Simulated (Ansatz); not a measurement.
The starting structures come from a database of crystals and need not be the phases stable at ambient conditions.

 Where the default PAW files enter, the runs use the earlier of Ansatz's two default sets.

Consider the following.

```
O2Te
1.0
    4.92239     0.00000     0.00000
    0.00000     7.80722     0.00000
    0.00000     0.00000     4.92239
Te O
4 8
Direct
  0.97275   0.00000   0.02725
  0.47275   0.25000   0.47275
  0.02725   0.50000   0.97275
  0.52725   0.75000   0.52725
  0.86051   0.81527   0.25994
  0.24006   0.06527   0.36051
  0.13949   0.31527   0.74006
  0.75994   0.56527   0.63949
  0.63949   0.93473   0.75994
  0.25994   0.68473   0.86051
  0.36051   0.43473   0.24006
  0.74006   0.18473   0.13949
```

Space group of this cell: P4_32_12. The cell is strained (all lengths scaled by 1.02); by r2SCAN its mean pressure is -7.4 GPa.

Transport runs along the normal of the first two printed cell vectors, the (100) plane of the conventional cell.

The gap is the functional's own, uncorrected, and κ follows it; spin-orbit coupling is left out. Mid-gap values are interpolated between the computed energies.

Q: Predict the band gap and the smallest decay constant κ at mid-gap from r2SCAN run with Ansatz (a quantum-chemistry and plane-wave program).

A: Gap 3.26 eV on a 6×4×6 mesh; κ = 0.395 1/Å, at (0.333, 0.000) of the in-plane reciprocal vectors. At the zone centre, at the nearest computed energy, the slowest state has κ = 0.42 1/Å.
